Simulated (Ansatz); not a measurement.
Partial pair distribution functions of a relaxed model of amorphous Ti20O41Ca, broadened by 0.06 Å; density 3.59 g/cm³. Computed with PBE, scalar-relativistic without spin-orbit coupling (plane waves to 420 eV, PAW; Ansatz, an electronic-structure program).

Preparation: random packing, a CHGNet melt and quench, and a DFT relaxation. O atoms were pushed apart under 1.9 Å during the dynamics, to hinder bonds among them. The hot cell started wider than the set density and was brought back towards it in steps. It is the lowest in DFT energy of 2 quenches. It is a model cell: composition and starting density were chosen by hand, and all elements were melted together. No dispersion term was used. Its density started from a set value of 3.59 and ended at 3.59 g/cm³. The quench (nominally 240 K/ps over its main leg) was far faster than any real one, so the model tends to hold more defects than a real film. Values belong to this one cell and scatter from quench to quench. The volume was held where the preparation left it and the shape relaxed, at a PBE pressure of 0.5 GPa. Stress components on the final sampling reach 0.5 GPa.

| r (Å) | g Ti-O | g O-Ca | g Ti-Ti | g O-O |
|---|---|---|---|---|
| 1.55 | 0.00 | 0.00 | 0.00 | 0.00 |
| 1.65 | 0.25 | 0.00 | 0.00 | 0.00 |
| 1.75 | 3.21 | 0.00 | 0.00 | 0.00 |
| 1.85 | 6.57 | 0.00 | 0.00 | 0.00 |
| 1.95 | 5.02 | 0.00 | 0.00 | 0.00 |
| 2.05 | 2.64 | 0.00 | 0.00 | 0.00 |
| 2.15 | 1.39 | 0.01 | 0.00 | 0.00 |
| 2.25 | 0.92 | 0.62 | 0.00 | 0.01 |
| 2.35 | 0.75 | 5.13 | 0.00 | 0.18 |
| 2.45 | 0.23 | 5.00 | 0.00 | 0.95 |
| 2.55 | 0.09 | 2.64 | 0.00 | 1.96 |
| 2.65 | 0.10 | 1.35 | 0.00 | 2.22 |
| 2.75 | 0.09 | 0.17 | 0.04 | 2.62 |
| 2.85 | 0.16 | 1.26 | 0.46 | 2.79 |
| 2.95 | 0.22 | 1.96 | 1.20 | 2.36 |
| 3.05 | 0.26 | 0.21 | 1.61 | 1.84 |
| 3.15 | 0.36 | 0.00 | 0.96 | 1.34 |
| 3.25 | 0.51 | 0.02 | 1.42 | 1.14 |
| 3.35 | 0.55 | 0.52 | 3.31 | 0.83 |
| 3.45 | 0.88 | 0.79 | 3.97 | 0.41 |
| 3.55 | 1.15 | 1.30 | 2.78 | 0.50 |
| 3.65 | 1.10 | 0.91 | 1.44 | 0.64 |
| 3.75 | 1.15 | 0.18 | 0.91 | 0.77 |
| 3.85 | 1.16 | 0.94 | 0.87 | 0.92 |
| 3.95 | 1.17 | 1.15 | 0.72 | 0.66 |
| 4.05 | 1.24 | 1.17 | 0.65 | 0.63 |
| 4.15 | 1.44 | 1.10 | 0.59 | 0.50 |
| 4.25 | 1.75 | 0.16 | 0.60 | 0.51 |
| 4.35 | 1.60 | 0.79 | 0.63 | 0.54 |
| 4.45 | 1.39 | 1.34 | 0.54 | 0.73 |
| 4.55 | 1.27 | 0.59 | 0.59 | 1.11 |

Within 2.52 Å each Ti has 5.40 O neighbours on average.
